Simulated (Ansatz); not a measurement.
Calculation: PBE (plane waves to 420 eV, PAW; Ansatz, a program for electronic structure).

Planar average of the electrostatic potential across the slab, in eV from the Fermi level, for Cl on the 1x1 (111) surface of fcc Ag, one in a 2x1 cell, started at the site 'hollow Ag-Ag-Ag over Ag at depth 4.7 Å':

```csv
z (Å),V (eV)
5.30,4.44
5.59,4.44
5.89,4.43
6.18,4.43
6.48,4.42
6.77,4.41
7.07,4.38
7.36,4.32
7.66,4.20
7.95,3.94
8.24,3.39
8.54,2.18
8.83,-0.99
9.13,-6.19
9.42,-10.51
9.72,-11.93
10.01,-9.90
10.31,-5.30
10.60,-0.57
10.89,1.00
11.19,-1.04
11.48,-5.95
11.78,-10.39
12.07,-12.07
12.37,-10.32
12.66,-5.83
12.96,-0.94
13.25,1.01
13.54,-0.70
13.84,-5.48
14.13,-10.05
14.43,-11.99
14.72,-10.50
15.02,-6.18
15.31,-1.22
15.61,0.99
15.90,-0.59
16.19,-5.32
16.49,-9.95
16.78,-12.00
17.08,-10.60
17.37,-6.31
17.67,-1.24
17.96,1.22
18.26,-0.01
18.55,-1.87
18.84,-2.22
19.14,-0.56
19.43,2.53
19.73,4.88
20.02,5.69
20.32,5.99
20.61,6.10
20.91,6.14
21.20,6.15
21.49,6.16
21.79,6.16
22.08,6.16
22.38,6.16
22.67,6.16
22.97,6.16
23.26,6.16
```

Model: 9-atom slab, 7.1 Å thick at the start under the adsorbate (thin: gaps and levels are the slab's own), 6x12x1 mesh, Fermi-Dirac 0.1 eV, dipole correction, 4 atoms held, the rest relaxed; symmetry of the start imposed; no spin, no spin-orbit, no U, no dispersion correction. At the end it is bonded to 3 Ag. In PBE it is, or lies within 0.03 eV of, the lowest of the starts that converged.

Task: The surface cell has an area of 14.90 Å². What dipole along the normal does the step between the two vacuum levels imply?

Result: the top vacuum level lies 1.72 eV above the bottom one; p = −ε₀ A ΔV (ε₀ = 0.005526 e/(V·Å)) gives -0.14 e·Å a cell.
